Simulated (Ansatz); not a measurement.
Base system: CaSnF6 (space group R-3, No. 148; a = 5.865 Å, c = 14.612 Å (hexagonal axes); a cell from a computed database, its experimental status unchecked).

Method: Kohn–Sham DFT with the PBEsol functional, run in Ansatz (a program for electronic structure) with PAW and 420 eV plane waves, no SOC.

Before the change:

The band gap comes out as 5.66 eV and the electron mass comes out as 0.76 mₑ (at Γ). The lattice parameter a comes out as 5.865 Å and the valence-band top at Γ comes out as 0.00, 0.00, -0.07 eV.

The change: full substitution F → Br; the structure is relaxed again.

Tabulated Pauling electronegativity and covalent radius: F 3.98, 0.57 Å; Br 2.96, 1.20 Å.

### Question
Predict the new band gap.

### Answer
The band gap falls by 4.05 eV (5.66 eV → 1.61 eV).

### Question
What happens to the electron mass?

### Answer
The electron mass becomes 0.61 mₑ along c, 0.48 mₑ across (at Γ) (base: 0.76 mₑ (at Γ)).

### Question
What happens to the lattice parameter a?

### Answer
The lattice parameter a goes up by 0.875 Å to 6.740 Å.

### Question
What happens to the valence-band top at Γ?

### Answer
The valence-band top at Γ (three highest levels, from the VBM) changes from 0.00, 0.00, -0.07 eV to 0.00, -0.11, -0.11 eV.

Effective masses come from finite differences of ±0.01 Å⁻¹. Whether these cells are dynamically stable was not tested. As relaxed here, CaSnBr6 is a hypothetical phase, not in the database extracts checked.
